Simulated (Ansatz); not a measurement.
We consider ZnO (P4₂/mnm, No. 136, 8 atoms in the cell; start mp-1093993; a measured phase of this formula has another space group), described by r²SCAN in Ansatz (plane waves, PAW).

Settings: plane-wave cutoff 600 eV, 6×6×10 k mesh (along the axes of the cell as run), scalar-relativistic PAW data made under PBE.

Computed at the level's own relaxed cell.

Hill averages of the elastic tensor: K = 137.7 GPa, G = 34.3 GPa. Volume 12.343 Å³/atom, mean atomic mass 40.704 u.

Work out the density, the sound velocities of a polycrystal and the elastic Debye temperature at this level.

ρ = 1.66054 × 40.704/12.343 = 5.476 g/cm³. v_l = √[(K + 4G/3)/ρ] = 5.788 km/s and v_t = √(G/ρ) = 2.503 km/s. The mean follows from 3/v_m³ = 1/v_l³ + 2/v_t³: v_m = 2.828 km/s. Θ_D = (ħ/k_B) v_m (6π²/V)^(1/3) = 76.38 K Å s/km × 2.828 × 1.6866 Å⁻¹ = 364 K, counting all atoms of the cell.

Note: the relaxation could not lower the start's symmetry, so the cell can be a saddle point above a distorted one.

A start named mp-… is a Materials Project structure, which need not be a measured phase.

Ansatz is a first-principles code.
